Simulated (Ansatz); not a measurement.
**GaN (model structure, started from the BeO type, P4₂/mnm, No. 136, 8 atoms in the cell)**

The numbers are results of PBEsol in Ansatz (plane waves, PAW), not measurements.

Settings: plane-wave cutoff 520 eV, 6×6×10 k mesh (along the axes of the cell as run), Fermi–Dirac smearing 0.01 eV, scalar-relativistic PAW data made under PBE.

Cell (relaxed with PBEsol):

```xyz
8
Lattice="5.4701 0.0000 0.0000 0.0000 5.4701 0.0000 0.0000 0.0000 3.1830" Properties=species:S:1:pos:R:3 pbc="T T T"
Ga     1.7538     3.7163     0.0000
Ga     3.7163     1.7538     0.0000
Ga     4.4888     4.4888     1.5915
Ga     0.9812     0.9812     1.5915
N      1.7368     1.7368     0.0000
N      3.7333     3.7333     0.0000
N      0.9983     4.4718     1.5915
N      4.4718     0.9983     1.5915
```

For GaN (model structure, started from the BeO type, P4₂/mnm, No. 136, 8 atoms in the cell), the band gap comes out as 1.88 eV and the smallest direct gap on the k points sampled is 1.88 eV.

Note: the relaxation could raise the start's symmetry but not lower it, so the cell can be a saddle point.

Spin–orbit coupling is not included.

Static lattice: no zero-point or thermal effects.

Cost on a shared machine: roughly 20 core-seconds.

A model structure was made by putting elements into a prototype or built by hand; it is no filed structure, need not be a known phase, and can be a saddle point held by its symmetry.

Ansatz is a quantum-chemistry and plane-wave program.
